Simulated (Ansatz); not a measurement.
The starting structures come from a database of crystals and need not be the phases stable at ambient conditions.

 Where the default PAW files enter, the runs use the earlier of Ansatz's two default sets.

Here is the system:

```
CELL_PARAMETERS angstrom
      5.35089     0.00000     0.00000
      2.67544     4.63401     0.00000
      2.67545     1.54467     4.74148
ATOMIC_POSITIONS crystal
  Zn 0.28407 0.28407 0.14779
  Zn 0.78407 0.78407 0.64779
  Sn 0.00184 0.00184 0.99448
  Sn 0.50184 0.50184 0.49448
  O  0.60710 0.21281 0.28732
  O  0.21281 0.89277 0.28732
  O  0.89277 0.60710 0.28732
  O  0.39277 0.71281 0.78732
  O  0.10710 0.39277 0.78732
  O  0.71281 0.10710 0.78732
```

Space group of this cell: R3c. The cell is taken as given; by PBEsol its mean pressure is -7.1 GPa.

The numbers are results of PBEsol (plane waves, PAW; Ansatz, an electronic-structure program), not measurements.

The current runs along the normal of the first two printed vectors; no spin-orbit coupling. Scaled by the factor s: both lengths across the current (ions clamped). The meshes follow the cell: 8×8×8 and 12×12 across at s = 0.98, 8×8×8 and 12×12 across at s = 1.00, 8×8×8 and 6×6 across at s = 1.02.

| s | mean pressure (GPa) | band gap (eV) |
|---|---|---|
| 0.98 | 0.2 | 1.25 |
| 1.00 | -7.1 | 0.99 |
| 1.02 | -13.0 | ? |

### Question
Take the slope of the band gap against ln s from the two given rows, extrapolate to s = 1.02, and say what the run there gives.

### Answer
Slope = (1.25 − 0.99) / ln 0.98 = -12.9 eV. The line gives 0.99 + (-12.9) × ln 1.02 = 0.74 eV. The run gives 0.74 eV, as the line does.
